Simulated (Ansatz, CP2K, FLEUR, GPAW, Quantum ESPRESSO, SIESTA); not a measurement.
**Sr2SeS (R-3m, 4 atoms in the cell) computed with different codes at matched settings**

Self-consistent single point.

```
Sr2SeS
1.0
    2.17815     1.25756     7.12217
   -2.17815     1.25756     7.12217
    0.00000    -2.51512     7.12217
Sr Se S
2 1 1
Direct
  0.24718   0.24718   0.24718
  0.75282   0.75282   0.75282
  0.00000   0.00000   0.00000
  0.50000   0.50000   0.50000
```

All programs got the same cell, k-point mesh and kind of occupations (some realise fixed ones as a very narrow smearing) (in Ansatz's words: kpoints.mp_grid.grid = 6 6 6; scf.occupations.method = fixed); potentials, basis and cutoffs are each program's usual ones.

| code | model | pressure (GPa) | largest force (eV/Å) | gap on the mesh (eV) | k-points | cutoff |
|---|---|---|---|---|---|---|
| Quantum ESPRESSO | LDA (PZ), GBRV 1.5 ultrasoft (LDA) pseudopotentials | -3.44 | 0.011 | 2.113 | 32 | 40 Ry |
| SIESTA | LDA PW92, numerical atomic orbitals DZP, PseudoDojo LDA standard norm-conserving potentials (rewritten from UPF to PSML) | -0.98 | 0.160 | 2.571 | 132 | grid 400 Ry |
| GPAW | LDA (Perdew-Wang 92), GPAW PAW datasets LDA (gpaw-data 1.0.1) | -3.25 | 0.013 | 2.138 | 32 | 550 eV |
| CP2K | LDA (Pade form), GPW, DZVP-MOLOPT-SR-GTH basis, GTH-PADE potentials (GTH_POTENTIALS) | -3.09 | 0.034 | 2.525 | 112 | grid 500 Ry |
| Ansatz | LDA (PW92), PAW files made with PBE | -3.42 | 0.015 | 2.115 | 32 | 420 eV |
| FLEUR | LDA (Perdew-Zunger), all-electron FLAPW (FLEUR), scalar-relativistic valence | – | – | 2.170 | 32 | Kmax 3.8 1/bohr |

A dash marks a value that a program does not give, or that is left out as unsure.

Gaps are read on the mesh.

The spread over the programs that give each value: pressure within 2.46 GPa; largest force within 0.149 eV/Å; gap on the mesh within 0.458 eV.

The starting cell comes from a database of computed structures (which also holds hypothetical and non-ambient phases and stackings), without a prior relaxation at this level. On Ansatz's run: In the base run, with a pressure of about -3 GPa the cell is away from its equilibrium volume at this level.

Q: Why do the programs differ, and what cannot be compared?

A: Differences of this kind can come from the potentials, where these differ, and from what each basis and cutoff leave unconverged. The valence holds different numbers of electrons (Quantum ESPRESSO 32, SIESTA 42, GPAW 32, CP2K 32, Ansatz (a quantum-chemistry and plane-wave program) 42, FLEUR 42). The zero of total energies and Fermi levels follows the potentials and each program's conventions, so they are not compared here. SIESTA and CP2K use small atom-centred bases, whose incompleteness enters pressures, forces and empty levels differently from a plane-wave cutoff. FLEUR treats all electrons, but the usual bases taken here (sphere radii, linearisation, local orbitals, empty states) were not tested for convergence, so the values are no reference for the others. Ansatz's pressure is given at a fixed set of plane waves, as the other plane-wave codes print theirs. The same LDA comes in different parametrisations, which differ slightly. The programs reduce the same mesh by symmetry to different extents, which changes the work and not the result. In the pressure, SIESTA (by 2.44) lies more than 1 GPa from the median of the plane-wave programs. In the gap, SIESTA (by 0.456) and CP2K (by 0.410) lie more than 0.12 eV from the median of the plane-wave programs. In the force vectors, SIESTA (by 0.147) lies more than 0.08 eV/Å from the median of the plane-wave programs.

Left out of this page: ABINIT (failed or unconverged).

Keys are those of Ansatz 0.2.
